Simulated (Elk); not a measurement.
A self-consistent single point of Ag3Pd (I4/mmm, 4 atoms in the cell) with Elk.

Method of the run: PBEsol, all-electron FP-LAPW, Elk's shipped species files, default APW+lo basis run with Elk.

```
Ag3Pd
1.0
   -2.03443     2.03443     4.02046
    2.03443    -2.03443     4.02046
    2.03443     2.03443    -4.02046
Ag Pd
3 1
Cartesian
  0.00000   2.03442   2.01023
  2.03443   0.00000   2.01023
  0.00000   0.00000   4.02046
  0.00000   0.00000   0.00000
```

Reference input (self-consistent single point, DFT, LDA (PW92), all-electron FP-LAPW, Elk's shipped species files, default APW+lo basis): xctype = 3; rgkmax = 7; stype = 3; swidth = 0.00499791 Ha; ngridk = 9 9 9; rmtscf = 0.98. This run's input differs from it in these lines:

```diff
@@ -4,3 +4,3 @@
 xctype
-  3
+  22
```

Output, abridged:

```
│ Self-consistent loop started │
│ Loop number : 1 │
 total energy                :     -20964.0722128
│ Loop number : 2 │
 total energy                :     -20965.5739993
RMS change in Kohn-Sham potential (target) :   0.3188329736     (  0.1000000000E-05)
Absolute change in total energy (target)   :    1.501786431     (  0.1000000000E-03)
│ Loop number : 3 │
 total energy                :     -20972.4382304
RMS change in Kohn-Sham potential (target) :   0.2692774411     (  0.1000000000E-05)
Absolute change in total energy (target)   :    7.239677682     (  0.1000000000E-03)
│ Loop number : 4 │
   [... lines left out ...]
Absolute change in total energy (target)   :   0.5681319562E-03 (  0.1000000000E-03)
│ Loop number : 19 │
 total energy                :     -20989.1686083
RMS change in Kohn-Sham potential (target) :   0.2232932623E-06 (  0.1000000000E-05)
Absolute change in total energy (target)   :   0.1814857023E-03 (  0.1000000000E-03)
│ Loop number : 20 │
 total energy                :     -20989.1686151
RMS change in Kohn-Sham potential (target) :   0.9470907157E-07 (  0.1000000000E-05)
Absolute change in total energy (target)   :   0.5222829350E-04 (  0.1000000000E-03)
Convergence targets achieved

│ Loop number : 21 │

Energies :
 Fermi                       :     0.230581463740
 total energy                :     -20989.1686189

Density of states at Fermi energy :    31.50297957
 (states/Hartree/unit cell)

Estimated indirect band gap :   0.1045802076E-02
 from k-point     24 to k-point     57
Estimated direct band gap   :   0.1390875900E-01
 at k-point     24

Charges :
 core                        :    112.0000000
 valence                     :    75.00000000
 interstitial                :    4.483252072
 muffin-tins (core leakage)
  species :    1 (Ag)
   atom    1                 :    45.86425751     (  0.2175006841E-08)
   atom    2                 :    45.86425751     (  0.2175006841E-08)
   atom    3                 :    45.86187292     (  0.2176449243E-08)
  species :    2 (Pd)
   atom    1                 :    44.92635999     (  0.6279154974E-08)
 total in muffin-tins        :    182.5167479
 total calculated charge     :    187.0071037
 total charge                :    187.0000000
 error                       :   0.7103653639E-02

│ Self-consistent loop stopped │
```

The run converged in 21 iterations. The count includes the last loop, which Elk runs after its targets are met. 

The starting cell comes from a database of computed structures (which also holds hypothetical and non-ambient phases and stackings), without a prior relaxation at this level. Spin polarisation is off. Values depend on the basis (sphere radii, cutoffs, local orbitals), which need not be converged. The log's line on a gap gives a spacing of levels on this mesh, which the program prints for metals too.
